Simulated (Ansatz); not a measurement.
RuPtN2 (model structure, started from the PtCoO2 type, R-3m, No. 166, 4 atoms in the cell) was calculated with PBEsol (plane waves, PAW; Ansatz, an electronic-structure program).

The run printed, among other lines:

```
Relaxation: its limit of steps is 80 (relax.max_steps)
Crystal: 4 atoms, lattice volume = 42.528 Å³
Basis set: ecut = 520 eV, 1133 PW (Γ), FFT grids on a1−a3, a2−a3, a3, exchange–correlation on 48×48×100 points (8 copies of the dense FFT grid, shifted against one another)
Bands: 27, of which v1, the nominal top of the filled ones, is band 22 counted from 1 (21 counted from 0)
Symmetry: 12 space group operations
Space group: R-3m (ITA 166), of the structure as read, at distance tolerance 3.5e-5 Å
k-points: 1024 of 10648
Functional: x = pbesol(κ = 0.804, μ = 0.12345679012345678), c = pbesol(β = 0.046)
SCF iter   1: F=—  HF=-18956.111815 eV  |F-HF|=—  |Δ(HF+E_count)|=         —  Δρ=1.78e-2  dr2=1.01e-1
SCF iter   2: F=—  HF=-18956.096643 eV  |F-HF|=—  |Δ(HF+E_count)|=   1.52e-2  Δρ=8.47e-3  dr2=2.66e-2
  ...
SCF 1 converged in 7 iterations: F = -18956.091454 eV  dr2 = 4.44e-8
Crystal: 4 atoms, lattice volume = 42.528 Å³
Basis set: ecut = 520 eV, 1121 PW (Γ), FFT grids on a1−a3, a2−a3, a3, exchange–correlation on 48×48×100 points (8 copies of the dense FFT grid, shifted against one another)
Initial density: handed on by an earlier stage of this run
SCF 2 converged in 6 iterations: F = -18956.094208 eV  dr2 = 5.50e-9
Crystal: 4 atoms, lattice volume = 42.528 Å³
SCF 3 converged in 6 iterations: F = -18956.094300 eV  dr2 = 9.80e-10
Crystal: 4 atoms, lattice volume = 42.528 Å³
SCF 4 converged in 6 iterations: F = -18956.094302 eV  dr2 = 5.14e-12
Crystal: 4 atoms, lattice volume = 42.528 Å³
SCF iter   8: F=-18956.094313 eV  HF=-18956.094313 eV  |F-HF|=3.64e-12  |Δ(HF+E_count)|=  3.64e-12  Δρ=1.75e-9  dr2=1.23e-15
SCF iter   9: F=-18956.094313 eV  HF=-18956.094313 eV  |F-HF|=1.46e-11  |Δ(HF+E_count)|=  1.09e-11  Δρ=4.02e-10  dr2=7.06e-17
SCF 5 converged in 9 iterations: F = -18956.094313 eV  dr2 = 7.06e-17
SCF converged after 9 iterations
Free energy (F): -18956.094313 eV
Internal energy: -18956.061199 eV  (E = F + TS)
E sigma→0 (E₀):  -18956.077756 eV
Fermi energy:    19.000995 eV
--- Forces (eV/Å), atoms counted from 1 ---
  atom   1  Ru    -0.00000000     0.00000000    -0.00000000
  atom   2  Pt     0.00000000    -0.00000000     0.00000000
  atom   3  N      0.00000000    -0.00000000     0.00069814
  atom   4  N      0.00000000     0.00000000    -0.00069814
--- Stress (GPa, compression-positive) ---
        5.701766       0.000000       0.000000
        0.000000       5.701766       0.000000
        0.000000       0.000000       5.700673
  P = ⅓ Tr σ = 5.7014 GPa (57.014 kbar)
```

Q: Write an input file that could have produced this run (the log leaves some choices open).

A: Several could match; the one computed here: 
Ansatz 0.2 input:
```yaml
crystal:
  lattice:
    - [1.3908768692, 0.8030231348, 6.3461231254]
    - [-1.3908768692, 0.8030231348, 6.3461231254]
    - [0.0, -1.6060462697, 6.3461231254]
  atoms:
    - { symbol: Ru, position: [0.5, 0.5, 0.5] }
    - { symbol: Pt, position: [0.0, 0.0, 0.0] }
    - { symbol: N, position: [0.8982979835, 0.8982979835, 0.8982979835] }
    - { symbol: N, position: [0.1017020165, 0.1017020165, 0.1017020165] }
basis:
  ecutwfc: 520
  ecutrho_ratio: 4
  xc_grid: 2
kpoints:
  mp_grid: { grid: [22, 22, 22] }
hamiltonian:
  xc: pbesol
  dispersion: none
  pseudopotentials: { kind: paw }
scf:
  occupations: { method: fermi_dirac, width: 0.05 }
output:
  forces: true
  stress: true
  eigenvalues: true
relax:
  f_tol: 0.004
  escape_saddle: false
  max_steps: 80
  cell: { stress_tol: 0.02, fix: [volume] }
```

The cell is one volume of an energy–volume scan, off the minimum.

The PAW data were made under PBE.

Note: the run has no spin polarisation, so it can have missed a magnetic state. Note: the relaxation could raise the start's symmetry but not lower it, so the cell can be a saddle point.

A model structure was made by putting elements into a prototype or built by hand; it is no filed structure, need not be a known phase, and can be a saddle point held by its symmetry.
